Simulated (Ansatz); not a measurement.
Terminations of the (0001) surface of wurtzite CdS (Cd plane on top), measured from the surface '2x2 with 2 H on 4 top atoms'. Atoms come from or go to: H: ½ H2(g), O: ½ O2(g), S: ⅛ S8(g). ΔE is the energy of forming the row's surface from that one (negative: more stable at these reservoirs); the vacuum level's shift is aligned on the shared bottom. No zero-point or thermal terms. These are constructed structures in small cells; real faces may alloy, dewet or reconstruct in larger ones, and not all known structures of the face are among them. Slabs of about 14 Å with all that they carry, Fermi-Dirac smearing of 0.025 eV. Bottom of the slabs: H caps. Relaxed from the named starts with such symmetry as they have, on meshes of like density; energies extrapolated to zero smearing; no spin-orbit coupling, no U. Spin-polarised runs, if any, are marked in brackets, and their order is one that fits the cell; the others ran without spin. A dash marks a value that is undefined for that row (no clear gap, or no work function of a gapped slab) or was not read reliably on its mesh.

Calculation: PBE (plane waves to 420 eV, PAW; Ansatz, an electronic-structure program).

```tsv
surface	atoms added per 1x1	ΔE per 1x1 (eV)	slab gap (eV)	shift of the vacuum level (eV)
2x2 O adatom at T4 (1 O–S bonds broke)	-0.5 H, +0.25 O	-0.20	0.51	-0.73
2x2 with 1 H on 4 top atoms [spin start, no net moment]	-0.25 H	?	–	-1.27
2x2 with 2 OH on 4 top atoms (1 Cd–O bonds formed; 1 Cd–S bonds broke; like top atoms buckled by 0.6 Å)	+0.5 O	-1.26	1.23	-0.85
2x2 O adatom at H3	-0.5 H, +0.25 O	-0.31	0.81	-1.05
relaxed from the ideal Cd-terminated 1x1 (like top atoms buckled by 1.0 Å)	-0.5 H	0.19	–	-1.36
2x2 S adatom at T1	-0.5 H, +0.25 S	0.14	–	1.21
```

Q: What belongs in the gaps?

A: 
- 2x2 with 1 H on 4 top atoms [spin start, no net moment], ΔE per 1x1 (eV): 0.07
